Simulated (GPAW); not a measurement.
Band structure of SnO2 (P4_2/mnm, 6 atoms in the cell).

```yaml
crystal:
  lattice:
    - [4.74000, 0.00000, 0.00000]
    - [0.00000, 4.74000, 0.00000]
    - [0.00000, 0.00000, 3.19000]
  atoms:
    - { symbol: Sn, position: [0.00000, 0.00000, 0.00000] }
    - { symbol: Sn, position: [0.50000, 0.50000, 0.50000] }
    - { symbol: O, position: [0.30700, 0.30700, 0.00000] }
    - { symbol: O, position: [0.80700, 0.19300, 0.50000] }
    - { symbol: O, position: [0.19300, 0.80700, 0.50000] }
    - { symbol: O, position: [0.69300, 0.69300, 0.00000] }
```

Method of the run: PBE, GPAW PAW datasets PBE (gpaw-data 1.0.1) (plane waves; GPAW).

Settings: mode = pw; ecut = 900 eV; xc = PBE; kpts = 4 4 5; mesh shift (steps) = 0 0 0; occupations.name = fermi-dirac; occupations.width = 0.01 eV; nbands = -8; convergence.density = 1e-05 e/electron; convergence.energy = 1e-05 eV/electron; convergence.bands = -6; symmetry.symmorphic = false; symmetry.tolerance = 0.0005; maxiter = 120.

The starting cell has typed, rounded lattice constants, without a prior relaxation at this level.

Predict the gap along the standard path and the places of the band edges.

The gap along the path is 1.29 eV, direct at Γ to within 0.01 eV.

Levels in eV from the top of the valence band on the SCF mesh, bands 23 to 30:
```json
[
 {"point": "Γ", "23": "-1.22", "24": "-0.77", "25": "-0.77", "26": "0.00", "27": "1.29", "28": "6.16", "29": "6.35", "30": "6.35"},
 {"point": "X", "23": "-1.17", "24": "-1.17", "25": "-0.63", "26": "-0.63", "27": "4.45", "28": "4.45", "29": "7.10", "30": "7.10"},
 {"point": "M", "23": "-1.29", "24": "-1.29", "25": "-0.89", "26": "-0.89", "27": "4.85", "28": "4.85", "29": "7.53", "30": "7.53"},
 {"point": "Z", "23": "-1.65", "24": "-1.65", "25": "-1.25", "26": "-1.25", "27": "6.23", "28": "6.23", "29": "9.79", "30": "9.79"},
 {"point": "R", "23": "-1.09", "24": "-1.09", "25": "-0.69", "26": "-0.69", "27": "6.51", "28": "6.51", "29": "8.08", "30": "8.08"},
 {"point": "A", "23": "-0.96", "24": "-0.96", "25": "-0.83", "26": "-0.83", "27": "4.93", "28": "4.93", "29": "8.90", "30": "8.90"}
]
```
